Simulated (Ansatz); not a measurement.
## Ge3N4 under a change: uniaxial stress, 3 GPa compression along x

Take Ge3N4 (space group P6_3/m, No. 176; a = 8.057 Å, c = 3.085 Å) as the base. Axes: x lies along a and z along c of the hexagonal cell.

Perturbation: uniaxial stress, 3 GPa compression along x; all other stress components relax to zero.

Computed with DFT with PBEsol, PAW potentials and a 420 eV plane-wave cutoff in Ansatz (a program for electronic structure), no spin-orbit coupling. k-mesh 4×4×9 (Γ-centred); smearing 0.05 eV (Fermi–Dirac).

| quantity | base | changed | shift |
|---|---|---|---|
| volume per atom | 12.39 Å³ | 12.31 Å³ | -0.072 Å³ |
| space group | P6_3/m (No. 176) | P2_1/m (No. 11) | – |
| shortest interatomic distance | 1.835 Å | 1.829 Å | -0.006 Å |
| energy relative to the base (free energy F) | 0 meV/atom | +1.7 meV/atom | +1.7 meV/atom |
| band gap | 2.09 eV | 2.15 eV | +0.066 eV |
| gap character | direct at Γ | direct at Γ | – |
| electron mass | 0.22 mₑ along c, 0.26 mₑ across (at Γ) | 0.28 mₑ along x, 0.26 mₑ along y, 0.22 mₑ along z (at Γ) | – |
| valence-band top at Γ (three highest levels, from the VBM) | 0.00, -0.24, -0.44 eV | 0.00, -0.25, -0.39 eV | – |
| strain response (xx, yy, zz) | – | (−1.47, +0.72, +0.18) % | – |
| secant Young's modulus along x | – | 200 GPa | – |
| mean lateral Poisson ratio | – | 0.31 | – |

Cost of the whole job for the changed cell (relaxation, final SCF and bands): roughly 8 core-minutes.

Effective masses come from finite differences of ±0.01 Å⁻¹. Stability under load was not tested beyond the relaxation. Labels are those of the standard path for the cell's own space group.
